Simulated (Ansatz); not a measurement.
## Several settings converged on a (100) slab of GaCuGeSe4 (cut from a parent of space group no. 82; 14 atoms in the cell)

```xyz
14
Lattice="5.5229 0.0000 0.0000 0.0000 10.8430 0.0000 0.0000 0.0000 19.3889" Properties=species:S:1:pos:R:3 pbc="T T T"
Ga     2.7615     0.0000     8.3137
Cu     0.0000     2.7108     8.3137
Ge     2.7615     2.7108    11.0752
Se     4.0513     4.1252     9.6274
Se     4.2092     1.2963    12.3650
Se     1.4716     4.1252     7.0000
Se     1.3137     1.2963     9.7853
Ga     0.0000     5.4215    11.0752
Cu     2.7615     8.1323    11.0752
Ge     0.0000     8.1323     8.3137
Se     1.2899     9.5467    12.3889
Se     1.4477     6.7178     9.6036
Se     4.2330     9.5467     9.7614
Se     4.0752     6.7178     7.0238
```

Base method: LDA (PW92), default PAW files made with PBE (plane waves; Ansatz, an electronic-structure program).

Base settings: basis.ecutwfc = 420 eV; kpoints.mp_grid.grid = 2 1 1; hamiltonian.xc = lda; hamiltonian.pseudopotentials = {kind: paw} (the program's default PAW files); scf.occupations.method = fermi_dirac; scf.occupations.width = 0.05 eV.

The count of work is k-points × plane waves × bands × iterations; it is no time. Core times come from one kind of shared machine, to one figure; runs under 30 s give none.

**The vacuum**

The mesh stays at the base's, so the ladder's end is converged at best in this setting alone.

Only quantities that move along the ladder and can be compared are tabulated.

```tsv
vacuum between outermost atoms (Å)	free energy less the last step's (meV/atom)	largest difference of a force vector from the last step's (eV/Å)	count of work / last
3.0	-36.24	0.239	0.22
4.0	-6.96	0.052	0.27
5.0	-1.52	0.016	0.29
6.0	-0.48	0.006	0.32
7.0	-0.23	0.002	0.35
8.0	-0.13	0.001	0.38
10.0	-0.03	0.001	0.44
12.0	0.00	0.000	0.49
14.0	0.00	0.001	0.55
17.0	0.01	0.001	0.63
20.0	0.01	0.001	0.72
25.0	0.01	0.001	0.86
30.0	0.00	0.000	1.0
```

Smallest vacuum between outermost atoms (Å) that holds the free energy within 1 meV/atom of the last step, with all finer ones: 6.0, at 0.32 of the last step's count of work; the step before is off by 1.5 meV/atom.

Smallest vacuum between outermost atoms (Å) that holds the forces within 0.01 eV/Å of the last step, with all finer ones: 6.0, at 0.32 of the last step's count of work; the step before is off by 0.016 eV/Å.

**The k-point mesh**

Only quantities that move along the ladder and can be compared are tabulated.

```tsv
kpoints.mp_grid.grid	free energy less the last step's (meV/atom)	largest difference of a force vector from the last step's (eV/Å)	count of work / last	core time / last (rough)
1 1 1	7.42	0.615	0.032	–
2 1 1	11.35	0.136	0.078	–
3 2 1	-0.29	0.042	0.13	0.08
4 2 1	-0.35	0.027	0.21	0.1
5 3 1	-0.13	0.008	0.21	0.2
6 3 1	-0.06	0.004	0.29	0.2
7 4 1	0.05	0.002	0.43	0.3
8 4 1	0.00	0.001	0.54	0.4
11 6 1	0.00	0.000	0.86	0.8
13 7 1	0.00	0.000	1.0	1
```

Coarsest kpoints.mp_grid.grid that holds the forces within 0.005 eV/Å of the last step, with all finer ones: 6 3 1, at 0.29 of the last step's count of work and about 0.2 of the last step's time; the step before is off by 0.008 eV/Å.

Coarsest kpoints.mp_grid.grid that holds the free energy within 0.5 meV/atom of the last step, with all finer ones: 3 2 1, at 0.13 of the last step's count of work and about 0.08 of the last step's time; the step before is off by 11 meV/atom.

**The plane-wave cutoff**

The mesh stays at the base's, so the ladder's end is converged at best in this setting alone.

Only quantities that move along the ladder and can be compared are tabulated.

| basis.ecutwfc | free energy less the last step's (meV/atom) | largest difference of a force vector from the last step's (eV/Å) | count of work / last | core time / last (rough) |
|---|---|---|---|---|
| 210 eV | 4323.54 | 0.491 | 0.15 | – |
| 250 eV | 941.51 | 0.165 | 0.17 | – |
| 295 eV | 115.10 | 0.028 | 0.23 | – |
| 355 eV | 5.40 | 0.005 | 0.25 | – |
| 420 eV | 1.46 | 0.001 | 0.35 | – |
| 505 eV | 0.46 | 0.000 | 0.47 | 0.4 |
| 630 eV | 0.21 | 0.000 | 0.65 | 0.5 |
| 840 eV | 0.00 | 0.000 | 1.0 | 1 |

Coarsest basis.ecutwfc that holds the forces within 0.01 eV/Å of the last step, with all finer ones: 355 eV, at 0.25 of the last step's count of work; the step before is off by 0.028 eV/Å.

Coarsest basis.ecutwfc that holds the free energy within 5 meV/atom of the last step, with all finer ones: 420 eV, at 0.35 of the last step's count of work; the step before is off by 5.4 meV/atom.

On the base run: the starting cell comes from a database of computed structures (which also holds hypothetical and non-ambient phases and stackings), without a prior relaxation at this level. The slab is cut from that crystal, and its faces are unrelaxed. Its lattice was rescaled by up to half a per cent. Spin polarisation is off. In the base run, forces exceed 1 eV/Å.

Left out of this page: 1 run of the series outside the window shown, repeating another row's setting, or not comparable.

Keys are those of Ansatz 0.2.
